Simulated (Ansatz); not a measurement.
We consider fluorite NiSi2, described by PBE-D3(BJ) (PAW; Ansatz, a first-principles code).

Settings: plane-wave cutoff 520 eV, 14×14×14 k mesh, Fermi–Dirac smearing 0.1 eV, perturbation theory, no spin polarisation, scalar-relativistic PAW data made under PBE.

Computed at the level's own relaxed cell.

Harmonic phonon frequencies (cm⁻¹; i marks an imaginary mode):

```
q point                          frequencies
-------  -----------------------------------
Γ              0 0 0 318 318 318 337 337 337
X        138 138 257 257 259 265 390 390 420
L        101 101 268 305 305 355 357 357 394
```

No imaginary mode appears at these points.

Note: the dispersion coefficients are held fixed in the derivatives.
